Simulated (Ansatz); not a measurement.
# Ag, response to strain

Start from Ag in the fcc (Cu type) structure (space group Fm-3m, No. 225; a = 4.149 Å).

Strains are applied to the cell and any free atomic positions relax.

All numbers come from PBE (Ansatz, a first-principles code; PAW; 420 eV plane waves; without spin-orbit coupling).

| isotropic strain (%) | pressure (GPa) |
|---|---|
| -2.91 | 10.3 |
| -1.22 | ? |
| 0 | 0.0 |
| 1.31 | -3.1 |
| 2.55 | -5.5 |

### Question
Fit P = P₀ − Bδ + Cδ² with δ = (1 + ε)³ − 1 to the rows shown and predict the withheld row.

### Answer
Least squares on the printed values gives P₀ = 0.1 GPa, B = 94.5 GPa, C = 306 GPa (largest residual 0.1 GPa); this predicts 3.9 GPa, and the run gives 3.7 GPa, 0.2 lower.

No phonon test of stability was made.
